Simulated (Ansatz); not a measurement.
TaN (model structure, started from the rocksalt type, Fm-3m, No. 225, 2 atoms in the cell): properties by level of theory

```csv
level (code),lattice parameter a (Å),cohesive energy (eV/atom)
LDA (Ansatz),(withheld),(withheld)
PBE (Ansatz),4.416,7.54
PBEsol (Ansatz),4.375,(withheld)
r²SCAN (Ansatz),(withheld),7.34
```

Fill in the missing entries.


- LDA (Ansatz, an electronic-structure program), lattice parameter a (Å): 4.347
- LDA (Ansatz), cohesive energy (eV/atom): 8.97
- PBEsol (Ansatz), cohesive energy (eV/atom): 8.24
- r²SCAN (Ansatz), lattice parameter a (Å): 4.396

Ansatz's density-functional and Hartree–Fock values are scalar-relativistic unless marked +SOC, with PAW data made under PBE.

Free atoms are spin-polarised, in the lowest state found; at levels without +SOC their spin–orbit coupling is left out.

The computed numbers hold no vibrational or temperature effects.

A model structure was made by putting elements into a prototype or built by hand; it is no filed structure, need not be a known phase, and can be a saddle point held by its symmetry.
